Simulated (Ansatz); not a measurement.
Levels about the gap of amorphous Zr20O43Mo (64 atoms in a cell of 793 Å³, 5.46 g/cm³; zone centre alone, so wide bands show as single levels with stretches between that a denser mesh fills), at the geometry that PBE relaxed, where it gives 0.1 GPa on a denser mesh. The participation number counts the atoms over which a state spreads; weights are charges in smoothed Voronoi cells. The levels come from a single point, so bond lengths are those of that geometry. Method of the levels: PBE, scalar-relativistic without spin-orbit coupling (Ansatz, a program for electronic structure). Sampling: the zone centre alone; Fermi-Dirac width 0.02 eV; no spin polarisation. At PBE the levels at both edges of the gap are localised (band-tail or defect states), and the nearest spread-out levels lie 3.7 eV apart at the zone centre.

The cell was made by melting and quenching with the CHGNet potential and then relaxed with DFT. O atoms were pushed apart under 1.9 Å during the dynamics, to hinder bonds among them. The hot cell started wider than the set density and was brought back towards it in steps. It is the lowest in DFT energy of 2 quenches. It is a model cell: composition and starting density were chosen by hand, and all elements were melted together. No dispersion term was used. Its density started from a set value of 5.23 and ended at 5.46 g/cm³. Cooling (nominally 300 K/ps over its main leg) ran many orders faster than in experiment, which tends to leave more defects and strain. Values belong to this one cell and scatter from quench to quench. Volume and shape were free in the relaxation. On a 2×2×2 Γ-centred mesh force components of up to 0.14 eV/Å stay, since the relaxation ran on the zone centre alone.

```json
[
 {"E - E(highest filled), eV": "-0.40", "filling": "filled", "participation number": "18.8", "largest on": "O, 3 neighbours", "weight O": "0.94", "weight Zr": "0.06", "weight Mo": "0.00"},
 {"E - E(highest filled), eV": "-0.38", "filling": "filled", "participation number": "22.6", "largest on": "O, 3 neighbours", "weight O": "0.95", "weight Zr": "0.05", "weight Mo": "0.00"},
 {"E - E(highest filled), eV": "-0.33", "filling": "filled", "participation number": "21.9", "largest on": "O, 3 neighbours", "weight O": "0.94", "weight Zr": "0.05", "weight Mo": "0.00"},
 {"E - E(highest filled), eV": "-0.23", "filling": "filled", "participation number": "11.6", "largest on": "O, 4 neighbours", "weight O": "0.94", "weight Zr": "0.05", "weight Mo": "0.00"},
 {"E - E(highest filled), eV": "-0.21", "filling": "filled", "participation number": "17.7", "largest on": "O, 2 neighbours", "weight O": "0.94", "weight Zr": "0.06", "weight Mo": "0.00"},
 {"E - E(highest filled), eV": "-0.06", "filling": "filled", "participation number": "9.1", "largest on": "O, 4 neighbours", "weight O": "0.94", "weight Zr": "0.06", "weight Mo": "0.00"},
 {"E - E(highest filled), eV": "0.00", "filling": "filled", "participation number": "5.6", "largest on": "O, 3 neighbours", "weight O": "0.94", "weight Zr": "0.06", "weight Mo": "0.00"},
 {"E - E(highest filled), eV": "2.15", "filling": "empty", "participation number": "3.2", "largest on": "Mo, 6 neighbours", "weight O": "0.39", "weight Zr": "0.07", "weight Mo": "0.53"},
 {"E - E(highest filled), eV": "2.53", "filling": "empty", "participation number": "3.2", "largest on": "Mo, 6 neighbours", "weight O": "0.40", "weight Zr": "0.08", "weight Mo": "0.52"},
 {"E - E(highest filled), eV": "2.60", "filling": "empty", "participation number": "3.3", "largest on": "Mo, 6 neighbours", "weight O": "0.39", "weight Zr": "0.09", "weight Mo": "0.52"},
 {"E - E(highest filled), eV": "3.49", "filling": "empty", "participation number": "17.1", "largest on": "Zr, 6 neighbours", "weight O": "0.36", "weight Zr": "0.63", "weight Mo": "0.01"},
 {"E - E(highest filled), eV": "3.64", "filling": "empty", "participation number": "15.9", "largest on": "Zr, 6 neighbours", "weight O": "0.31", "weight Zr": "0.67", "weight Mo": "0.02"},
 {"E - E(highest filled), eV": "3.70", "filling": "empty", "participation number": "18.9", "largest on": "Zr, 6 neighbours", "weight O": "0.35", "weight Zr": "0.65", "weight Mo": "0.00"},
 {"E - E(highest filled), eV": "3.82", "filling": "empty", "participation number": "25.6", "largest on": "Zr, 6 neighbours", "weight O": "0.32", "weight Zr": "0.67", "weight Mo": "0.01"}
]
```

Most localised among these is the empty level at +2.15 eV, on a Mo atom, which has 6 neighbours (O 1.76 Å, O 1.81 Å, O 1.94 Å, O 1.95 Å, O 2.02 Å, O 2.21 Å).
